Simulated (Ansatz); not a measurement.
Seebeck coefficient (μV/K, mean over directions) of n-type CsCaH$_{3}$ (Pm-3m) against carrier density, Ansatz (a first-principles code) with PBEsol, rigid bands. Computed gap 2.88 eV; densities at which minority carriers matter at this gap, or further valleys turn the trend, are left out. Conductivity mass 0.46 mₑ (harmonic mean over directions), N_c = 2.3e19 cm⁻³ at 300 K.

```
electron density  300 K  500 K
----------------  -----  -----
1e16 cm⁻³             ?   -947
1e17 cm⁻³          -681   -749
1e18 cm⁻³          -483   -550
3e18 cm⁻³          -389   -456
1e19 cm⁻³          -288      ?
3e19 cm⁻³          -200   -262
1e20 cm⁻³          -116      ?
3e20 cm⁻³           -63   -100
1e21 cm⁻³           -30    -50
```

### Question
Fill in the missing entries.

### Answer

- 1e16 cm⁻³, 300 K: -879
- 1e19 cm⁻³, 500 K: -353
- 1e20 cm⁻³, 500 K: -169

Rigid bands with a gap fixed in temperature, one relaxation time for all states, no polarons or phonon drag, and whether or not such doping can be reached. Spin-orbit coupling is left out.

Computed structure with no diffraction record at hand here (it may be known, metastable or hypothetical): CsCaH3 (Pm-3m).
